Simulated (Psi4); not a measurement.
Psi4 1.11, CCSD(T)/cc-pvdz, cc_type df, scf_type df, freeze_core True: thiourea (NC(N)=S), 8 atoms. The geometry is a generated start, not checked to be a minimum at this level.

| Quantity | Value |
|---|---|
| task | energy |
| method | ccsd(t) |
| basis | cc-pvdz |
| memory | 32 GB |
| cc_type | df |
| scf_type | df |
| freeze_core | true |
| guess | auto, which took SAD (default) |
| diis_max_vecs | 10 (default) |
| scf_initial_accelerator | adiis (default) |
| e_convergence | 1e-08 (default) |
| d_convergence | 1e-08 (default) |
| basis functions | 80 |

It runs on a single node (Intel Xeon 6 (Granite Rapids), 96 cores on 1 socket, 2 hardware threads a core, 3 L3 cache groups, 3 NUMA nodes).

Times are wall-clock medians of two to five runs, from launch to exit, with nothing else on the machine. Unless noted, each process is bound to its own block of adjacent cores. The times hold for this build (conda-forge: OpenMP (LLVM), MKL, Libint2). Scratch files lie in a memory file system.

Started as
```bash
OMP_NUM_THREADS=32 psi4 -n 32 -o stdout input.dat
```
(32 threads, cc_type = df, scf_type = df) it takes 3.8 s and 12 SCF iterations.

Question: Estimate the wall time with cc_type = cd, scf_type = cd.

Answer: About 5.9 s (3 runs within 1 %): 1.5× as long. The largest move is in set-up of the integrals (fitting, PK, Cholesky): 0.19 s to 2.4 s. What the program resolved moves too: JK builder from DiskDFJK to CDJK. Launch, exit and the like take 1.9 s of the 3.8 s. Change in the result: energy 1.0 meV/atom.
